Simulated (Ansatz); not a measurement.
A computed series for GaSb: alloy series

The parent structure is GaSb in the zinc blende structure (space group F-43m, No. 216; a = 6.214 Å).

The other end (x = 1) is GaP in the zinc blende structure (space group F-43m, No. 216): 20.87 Å³/atom, gap 1.58 eV.

P replaces a fraction x of Sb; each row is one arrangement (x, atoms in the cell, starting space group or random), fully relaxed.

Method: plane-wave PAW DFT at the PBE level (Ansatz, a first-principles code, 420 eV), no spin-orbit coupling.

Q: Only one of these has a band gap. Which?
A) x(P) = 0.25, 8 atoms, Amm2
B) x(P) = 0.333, 6 atoms, P3m1
C) x(P) = 0.5, 8 atoms, P-4m2

A: C, x(P) = 0.5, 8 atoms, P-4m2. Computed: x(P) = 0.5, 8 atoms, P-4m2: 0.11 eV; x(P) = 0.25, 8 atoms, Amm2: zero; x(P) = 0.333, 6 atoms, P3m1: zero

These are small ordered cells, not random alloys; other orderings at the same x differ. With Sb present, leaving out spin-orbit coupling can change the band edges. Stability against distortions was not tested. All final runs are without spin polarisation. The zero or small gap of Ga2SbP, GaSb, Ga4Sb3P and Ga3Sb2P can change with the level of theory.
